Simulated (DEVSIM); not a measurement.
Structure: abrupt Ge p-n junction, at 300 K.

```csv
layer (left to right),material,thickness (μm),Nd (cm⁻³),Na (cm⁻³),τn (s),τp (s)
1,Ge,6.00,-,1.3e18,8.5e-6,8.5e-6
2,Ge,0.410,5.3e15,-,8.5e-6,8.5e-6
```

Left contact: ohmic. Right contact: ohmic. Voltage is applied to the left contact. Recombination: SRH at mid-gap, Auger. Mobility is μmin + (μ − μmin)/(1 + (N/Nref)^α).

The device is made up for the run: typed textbook-type constants, with dimensions and the other settings drawn at random. Values at 300 K.

```
parameter           Ge
-------------  -------
gap (eV)         0.664
affinity (eV)        4
permittivity        16
Nc (cm⁻³)      1.04e19
Nv (cm⁻³)         6e18
μn (cm²/Vs)       3900
μp (cm²/Vs)       1900
μn,min             150
μp,min             100
Nref,n          2.6e17
Nref,p            4e17
αn                0.56
αp                 0.6
Cn (cm⁶/s)       1e-31
Cp (cm⁶/s)       1e-31
```

Simulated with DEVSIM: 1D drift-diffusion, Boltzmann statistics, complete ionisation; no tunnelling, impact ionisation, image-force lowering or self-heating.

Problem. Tabulate band edges, carrier densities and field at zero bias.

Solution. Energies count from the Fermi level of the right contact; mesh points crowd at the junctions.

```
x (μm)   Ec (eV)  Ev (eV)  n (cm⁻³)  p (cm⁻³)  field (V/cm)
-------  -------  -------  --------  --------  ------------
0.000      0.624   -0.040     3.4e8    1.3e18           ≈ 0
0.02206    0.624   -0.040     3.4e8    1.3e18           ≈ 0
0.06071    0.624   -0.040     3.4e8    1.3e18           ≈ 0
0.1381     0.624   -0.040     3.4e8    1.3e18           ≈ 0
0.3556     0.624   -0.040     3.4e8    1.3e18           ≈ 0
0.6729     0.624   -0.040     3.4e8    1.3e18           ≈ 0
1.308      0.624   -0.040     3.4e8    1.3e18           ≈ 0
3.000      0.624   -0.040     3.4e8    1.3e18           ≈ 0
4.442      0.624   -0.040     3.4e8    1.3e18           ≈ 0
5.162      0.624   -0.040     3.4e8    1.3e18           ≈ 0
5.573      0.624   -0.040     3.4e8    1.3e18           ≈ 0
5.832      0.624   -0.040     3.4e8    1.3e18           ≈ 0
5.919      0.624   -0.040     3.4e8    1.3e18           ≈ 0
5.969      0.624   -0.040     3.4e8    1.3e18           -56
6.000      0.596   -0.068     9.9e8    4.4e17        -55000
6.021      0.527   -0.137    1.5e10    3.0e16        -23000
6.056      0.459   -0.205    2.0e11    2.2e15        -17000
6.121      0.362   -0.302    8.7e12    5.0e13        -13000
6.263      0.235   -0.429    1.2e15    3.8e11         -5000
6.336      0.209   -0.455    3.2e15    1.4e11         -2400
6.380      0.201   -0.463    4.4e15    9.9e10         -1600
6.410      0.196   -0.468    5.3e15    8.2e10         -1500
```
